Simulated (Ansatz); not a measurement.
Base system: Bi₂Se₃ in the Bi2Te3 type structure (space group R-3m, No. 166; a = 4.1443 Å, c = 28.4480 Å (hexagonal axes)).

Levels (all Ansatz, a first-principles code, PAW): PBE-D3(BJ) (420 eV, scalar-relativistic without spin-orbit coupling); HSE06 (420 eV, no SOC).

The geometry is relaxed with PBE-D3(BJ).

```
Quantity               Value
-------------------  -------
PBE-D3(BJ) band gap  0.16 eV
```

With HSE06 at the same geometry, the band gap grows by 0.42 eV to 0.58 eV.

Single points use the geometry relaxed with PBE-D3(BJ). With Bi present, leaving out spin-orbit coupling can change the band edges. No phonon test of stability was made. The zero or small gap of Bi2Se3 can change with the level of theory.
